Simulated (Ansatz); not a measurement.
Consider MgS in the rock salt structure (space group Fm-3m, No. 225; a = 5.203 Å). Axes: x, y, z lie along the cube axes.

Method: Ansatz (a program for electronic structure) r2SCAN, scalar-relativistic without spin-orbit coupling.

Strains are applied to the cell and any free atomic positions relax.

One change was made to it. Results:

```json
[
 {"quantity": "valence-band top at Γ (three highest levels, from the VBM)", "base": "0.00, 0.00, 0.00 eV", "after": "0.00, -0.08, -0.16 eV"},
 {"quantity": "band gap", "base": "3.46 eV", "after": "3.37 eV"},
 {"quantity": "smallest direct gap", "base": "4.64 eV", "after": "4.55 eV"}
]
```

What was done to the base?
A. tensor shear ε_xy = +1.71 %
B. tensor shear ε_xy = +2.00 %
C. tensor shear ε_xy = +0.86 %

C, tensor shear ε_xy = +0.86 %. For comparison, the band gap in the other runs: tensor shear ε_xy = +1.71 % gives 3.24 eV; tensor shear ε_xy = +2.00 % gives 3.19 eV.

Gaps are Kohn–Sham eigenvalue differences; semilocal functionals usually give less than the measured gap. No phonon test of stability was made.
